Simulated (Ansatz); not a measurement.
The starting structures come from a database of crystals and need not be the phases stable at ambient conditions.

 Where the default PAW files enter, the runs use the earlier of Ansatz's two default sets.

Inside the gap of an insulator the Bloch states are evanescent, with a wavenumber k + iκ along the transport direction.

Data:

```
CELL_PARAMETERS angstrom
      3.78397     0.00000     0.00000
      0.00000     3.78397     0.00000
      0.00000     0.00000     3.78397
ATOMIC_POSITIONS crystal
  Cs 0.00000 0.00000 0.00000
  H  0.50000 0.50000 0.50000
```

Space group of this cell: Pm-3m, CsCl type. The cell was relaxed by PBE-D3(BJ).

Transport runs along the normal of the first two printed cell vectors, the (001) plane of the conventional cell.

The gap is the functional's own, uncorrected, and κ follows it; spin-orbit coupling is left out. Mid-gap values are interpolated between the computed energies.

### Question
Predict the band gap and the smallest decay constant κ at mid-gap from r2SCAN (Ansatz, a quantum-chemistry and plane-wave program).

### Answer
Gap 3.17 eV on a 8×8×8 mesh; κ = 0.268 1/Å, at (0.500, 0.500) of the in-plane reciprocal vectors. At the zone centre, at the nearest computed energy, the slowest state has κ = 0.30 1/Å.
